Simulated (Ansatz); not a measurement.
Worked example: self-consistent single point of BiSbPd₂ (P1, 4 atoms in the cell) in Ansatz (a quantum-chemistry and plane-wave program).

Method: PBEsol, PAW files made with PBE (plane waves; Ansatz).

The change in words: atoms moved at random. Reference geometry:
```yaml
crystal:
  lattice:
    - [4.13436, 0.00000, 0.00000]
    - [-2.06718, 3.58046, 0.00000]
    - [0.00000, 0.00000, 5.61679]
  atoms:
    - { symbol: Sb, position: [0.66667, 0.33333, 0.00000] }
    - { symbol: Bi, position: [0.00000, 0.00000, 0.50000] }
    - { symbol: Pd, position: [0.33333, 0.66667, 0.75651] }
    - { symbol: Pd, position: [0.33333, 0.66667, 0.24349] }
```

Reference input (self-consistent single point, DFT, PBEsol, plane waves, PAW files made with PBE): basis.ecutwfc = 420 eV; kpoints.mp_grid.grid = 6 6 4; hamiltonian.xc = pbesol; hamiltonian.pseudopotentials = {kind: paw} (the program's default PAW files); scf.occupations.method = fermi_dirac; scf.occupations.width = 0.1 eV. This run's input differs from it in these lines:

Ansatz 0.2 input:
```diff
@@ -6,6 +6,6 @@
   atoms:
-    - { symbol: Sb, position: [0.666667, 0.333333, 0.000000] }
-    - { symbol: Bi, position: [0.000000, 0.000000, 0.500000] }
-    - { symbol: Pd, position: [0.333333, 0.666667, 0.756510] }
-    - { symbol: Pd, position: [0.333333, 0.666667, 0.243490] }
+    - { symbol: Sb, position: [0.648432, 0.319251, -0.006612] }
+    - { symbol: Bi, position: [-0.002152, -0.012111, 0.506976] }
+    - { symbol: Pd, position: [0.333890, 0.682657, 0.755174] }
+    - { symbol: Pd, position: [0.353163, 0.676870, 0.244462] }
 basis:
```

Output, abridged:

```
SCF iter   1: F=—  HF=-32473.226320 eV  |F-HF|=—  |Δ(HF+E_count)|=         —  Δρ=1.67e-1  dr2=3.35e1  ethr=3.10e-3  ⟨swp⟩=7.6  Hψ=12794  notcnv=0  defer=1
all-band conjugate gradients solve this SCF's bands
preconditioner: auto → Kerker (q_TF=auto, 2.625 Å⁻¹)
SCF iter   2: F=—  HF=-32468.713037 eV  |F-HF|=—  |Δ(HF+E_count)|=    4.51e0  Δρ=6.96e-2  dr2=6.69e0  ethr=3.10e-3  ⟨swp⟩=3.0  Hψ=6759  notcnv=0  defer=7
   [... lines left out ...]
SCF iter   6: F=—  HF=-32467.496665 eV  |F-HF|=—  |Δ(HF+E_count)|=   5.45e-5  Δρ=2.26e-4  dr2=5.22e-5  ethr=8.74e-7  ⟨swp⟩=2.1  Hψ=4892  notcnv=0  defer=32
SCF iter   7: F=—  HF=-32467.496671 eV  |F-HF|=—  |Δ(HF+E_count)|=   5.73e-6  Δρ=7.84e-5  dr2=7.85e-6  ethr=7.91e-8  ⟨swp⟩=2.0  Hψ=4926  notcnv=0  defer=32
SCF iter   8: F=—  HF=-32467.496672 eV  |F-HF|=—  |Δ(HF+E_count)|=   1.28e-6  Δρ=3.04e-5  dr2=9.31e-7  ethr=1.19e-8  ⟨swp⟩=2.2  Hψ=4374  notcnv=0  defer=32
SCF iter   9: F=-32467.496672 eV  HF=-32467.496672 eV  |F-HF|=4.36e-8  |Δ(HF+E_count)|=   1.95e-8  Δρ=8.70e-6  dr2=7.47e-8  ethr=1.52e-10  ⟨swp⟩=5.4  Hψ=14191  notcnv=0
SCF 1 converged in 9 iterations: F = -32467.496672 eV  dr2 = 7.47e-8
Free energy (F): -32467.496672 eV
Internal energy: -32467.424540 eV  (E = F + TS)
E sigma→0 (E₀):  -32467.460606 eV
Entropy (-TS):   -0.072132 eV (-18.033 meV/atom)
Fermi energy:    15.354581 eV
--- Forces (eV/Å), atoms counted from 1 ---
  atom   1  Sb     0.27989459     0.59566128     0.28511610
  atom   2  Bi    -0.08705358     0.55098681    -0.38746793
  atom   3  Pd     0.06286930    -0.69183030     0.13777920
  atom   4  Pd    -0.25571816    -0.45482578    -0.03543157
--- Stress (GPa, compression-positive) ---
        3.037623      -0.724234       0.667306
       -0.724234       2.673181       0.142448
        0.667306       0.142448       2.711300
  P = ⅓ Tr σ = 2.8074 GPa (28.074 kbar)
  The stress holds the Pulay correction. Without it, at fixed plane waves, as pw.x and ABINIT print it: P = 2.7795 GPa
```

The run converged in 9 iterations. Against the reference run the free energy goes up by 21.0 meV/atom, the pressure goes from 2.15 to 2.81 GPa and the largest force goes from 0.011 to 0.717 eV/Å.

The starting cell comes from a database of computed structures (which also holds hypothetical and non-ambient phases and stackings), without a prior relaxation at this level. Its lattice was rescaled by a random factor within 2.5 % of one. For this run, on top of that: atoms moved at random. Spin polarisation is off. Ansatz's pressure includes its estimate of the finite-basis (Pulay) stress.
